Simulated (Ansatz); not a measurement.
The starting structures come from a database of crystals and need not be the phases stable at ambient conditions.

```yaml
crystal:
  lattice:
    - [6.51781, 0.00000, 0.00000]
    - [0.00000, 7.74111, 0.00000]
    - [0.00000, 3.87055, 2.23466]
  atoms:
    - { symbol: Sr, position: [0.50000, 0.00000, 0.00000] }
    - { symbol: Mg, position: [0.12294, 0.33333, 0.00000] }
    - { symbol: Mg, position: [0.87706, 0.66667, 0.00000] }
    - { symbol: Fe, position: [0.00000, 0.00000, 0.00000] }
    - { symbol: H, position: [0.85647, 0.67822, 0.48267] }
    - { symbol: H, position: [0.14353, 0.32178, 0.51733] }
    - { symbol: H, position: [0.85647, 0.16089, 0.00000] }
    - { symbol: H, position: [0.14353, 0.83911, 0.00000] }
    - { symbol: H, position: [0.85647, 0.16089, 0.51733] }
    - { symbol: H, position: [0.14353, 0.83911, 0.48267] }
    - { symbol: H, position: [0.41434, 0.33333, 0.00000] }
    - { symbol: H, position: [0.58566, 0.66667, 0.00000] }
```

Space group of this cell: P-3m1. The cell is taken as given; by PBEsol its mean pressure is -0.6 GPa.

Transport runs along the normal of the first two printed cell vectors, the (110) plane of the conventional cell.

The gap is the functional's own, uncorrected, and κ follows it; spin-orbit coupling is left out. Mid-gap values are interpolated between the computed energies.

Question: Compute, with PBEsol (Ansatz, a quantum-chemistry and plane-wave program), the band gap and the smallest decay constant κ at mid-gap.

Answer: Gap 1.60 eV on a 6×14×14 mesh; κ = 0.340 1/Å, at (0.167, 0.000) of the in-plane reciprocal vectors. At the zone centre, at the nearest computed energy, the slowest state has κ = 0.34 1/Å.
